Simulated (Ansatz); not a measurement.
Input and output of a relaxation of cell and atoms for LaNi₂Ge₂ (I4/mmm, 5 atoms in the cell) (Ansatz, a quantum-chemistry and plane-wave program).

Method: LDA (PW92), default PAW files made with PBE (plane waves; Ansatz).

The change in words: atoms on their sites; basis.ecutwfc: 30.9 Ry → 37.1 Ry; relax: default → cell and atoms. Reference geometry:
```
CELL_PARAMETERS angstrom
     -2.09844     2.09844     4.95560
      2.09844    -2.09844     4.95560
      2.09844     2.09844    -4.95560
ATOMIC_POSITIONS crystal
  La 0.00505 0.00505 0.00000
  Ni 0.25000 0.75000 0.50000
  Ni 0.75000 0.25000 0.50000
  Ge 0.63661 0.63661 0.00000
  Ge 0.36339 0.36339 0.00000
```

Reference input (self-consistent single point, DFT, LDA (PW92), plane waves, default PAW files made with PBE): basis.ecutwfc = 30.9 Ry; kpoints.mp_grid.grid = 6 6 6; hamiltonian.xc = lda; hamiltonian.pseudopotentials = {kind: paw} (the program's default PAW files); scf.occupations.method = gaussian; scf.occupations.width = 0.0073 Ry. This run's input differs from it in these lines:

Ansatz 0.2 input:
```diff
@@ -6,3 +6,3 @@
   atoms:
-    - { symbol: La, position: [0.005045, 0.005045, 0.000000] }
+    - { symbol: La, position: [0.000000, 0.000000, 0.000000] }
     - { symbol: Ni, position: [0.250000, 0.750000, 0.500000] }
@@ -12,3 +12,3 @@
 basis:
-  ecutwfc: 30.9 Ry
+  ecutwfc: 37.1 Ry
 kpoints:
@@ -20,2 +20,4 @@
   occupations: { method: gaussian, width: 0.0073 Ry }
+relax:
+  cell: {}
 output:
```

The program printed (abridged):

```
   [... SCF lines of the steps left out ...]
relax step   1: F+E_penalty+E_count = -26057.92577292 eV  Δ(F+E_penalty+E_count) = +0.000e0 eV  max|allowed force component| = 1.555e-1 eV/Å  Δτ_max = 0.0000 Å  P = -6.979 GPa  Ω = 87.287 Å³  (7 SCF iters, dr2 threshold 1.00e-7 eV, accepted)
relax step   2: F+E_penalty+E_count = -26058.03405762 eV  Δ(F+E_penalty+E_count) = -1.083e-1 eV  max|allowed force component| = 2.571e-1 eV/Å  Δτ_max = 0.0421 Å  P = +1.085 GPa  Ω = 81.155 Å³  energy of the carried Pulay correction = +9.418e-4 eV  [...]
   [... lines left out ...]
relax step   5: F+E_penalty+E_count = -26058.04363055 eV  Δ(F+E_penalty+E_count) = -2.214e-4 eV  max|allowed force component| = 3.784e-4 eV/Å  Δτ_max = 0.0034 Å  P = -0.001 GPa  Ω = 82.087 Å³  energy of the carried Pulay correction = +7.941e-4 eV  [...]
relax step   6: F+E_penalty+E_count = -26058.04294197 eV  Δ(F+E_penalty+E_count) = +6.886e-4 eV  max|allowed force component| = 3.095e-4 eV/Å  Δτ_max = 0.0000 Å  P = -0.006 GPa  Ω = 82.087 Å³  stress off target by 8.44e-3 GPa  SCF on the basis [...]
basis re-selected at this cell: Δ(F+E_penalty+E_count) = +6.886e-4 eV, ΔP = -0.006 GPa vs the last step
the relaxation is at rest under the 16 symmetry operations that the run kept from its start: a minimum is not shown …
Free energy (F): -26058.042942 eV
Internal energy: -26058.023602 eV  (E = F + TS)
E sigma→0 (E₀):  -26058.033272 eV
Entropy (-TS):   -0.019340 eV (-3.868 meV/atom)
Fermi energy:    14.566423 eV
--- Forces (eV/Å), atoms counted from 1 ---
  atom   1  La     0.00000000    -0.00000000     0.00000000
   [... lines left out ...]
  cell:  # Å, volume = 82.0874 Å³
   [... lines left out ...]
    - { symbol: La, position: [3.1504804131149624e-19, 3.150480413114963e-19, 3.879100380031736e-35] }
    - { symbol: Ni, position: [0.25, 0.7500000000000002, 0.5000000000000001] }
    - { symbol: Ni, position: [0.7500000000000002, 0.25, 0.5000000000000001] }
    - { symbol: Ge, position: [0.6351143682560971, 0.6351143682560971, 1.2887217620952778e-35] }
    - { symbol: Ge, position: [0.364885631743903, 0.364885631743903, 1.9942735365530488e-35] }
```

The run converged.  The full log also holds: “iter 4 did not close the SCF: its close was put off for the readings that it lacked (scf_convergence_deferred on its scf_iter line)”. The full log also holds: “iter 5 did not close the SCF: its close was put off for the readings that it lacked (scf_convergence_deferred on its scf_iter line)”.

Summary of the result:
```
Item                                                                                                                      Value
-----------------------------------------------  ------------------------------------------------------------------------------
Free energy E − TS (on the zero of these files)                                                                  -26058.0429 eV
Fermi level (on the code's own zero)                                                                                   14.57 eV
Pressure                                                                                                              -0.01 GPa
Final cell                                       a = 5.6452 Å, b = 5.6452 Å, c = 5.6452 Å, α = 137.19°, β = 137.19°, γ = 62.14°
Final volume per atom                                                                                                  16.42 Å³
Relaxation steps                                                                                                              6
```

The starting cell comes from a database of computed structures (which also holds hypothetical and non-ambient phases and stackings), without a prior relaxation at this level. Its lattice was rescaled by up to half a per cent. Spin polarisation is off. The relaxation keeps the symmetry of its start, so its end need not be a minimum. Ansatz's pressure includes its estimate of the finite-basis (Pulay) stress.

Cost on one core of a shared machine: roughly 60 s.
